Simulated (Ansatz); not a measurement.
## WSe2: holes 2.0×10^21 cm⁻³

Base system: WSe2 (space group P6_3/mmc, No. 194; a = 3.2995 Å, c = 13.1475 Å; layered, stacked along the Cartesian z axis).

One thing is altered: 0.248 holes added to each cell, a density of 2.0×10^21 cm⁻³, with a uniform compensating background at fixed cell and a 300 K Fermi–Dirac width.

All numbers come from r2SCAN+rVV10, PAW, 500 eV (Ansatz, a quantum-chemistry and plane-wave program; no SOC), earlier PAW set. k-mesh 16×16×4 (Γ-centred); smearing 0.0259 eV (Fermi–Dirac).

| quantity | base | changed | shift |
|---|---|---|---|
| gap between the host's bands | 1.12 eV | 1.14 eV | +0.02 eV |
| gap character | indirect, Γ → K–Γ (47 % along) | indirect, Γ → K–Γ (47 % along) | – |
| Fermi level relative to the doped band's edge (positive inside the band; to 0.05 eV) | – | +0.45 eV | – |

Final structure:

```xyz
6
Lattice="3.2995 0.0000 0.0000 -1.6498 2.8575 0.0000 0.0000 0.0000 13.1475" Properties=species:S:1:pos:R:3 pbc="T T T"
W      0.0000     1.9050     3.2869
W      1.6498     0.9525     9.8606
Se     0.0000     1.9050     8.1976
Se     1.6498     0.9525     1.6239
Se     1.6498     0.9525     4.9498
Se     0.0000     1.9050    11.5236
```
Cell charge +0.247915.

Carriers are added with a uniform compensating background; total energy and stress of such cells depend on the potential's zero and are not compared; many-body gap narrowing is missing at this level. With W present, leaving out spin-orbit coupling can change the band edges. No phonon test of stability was made.
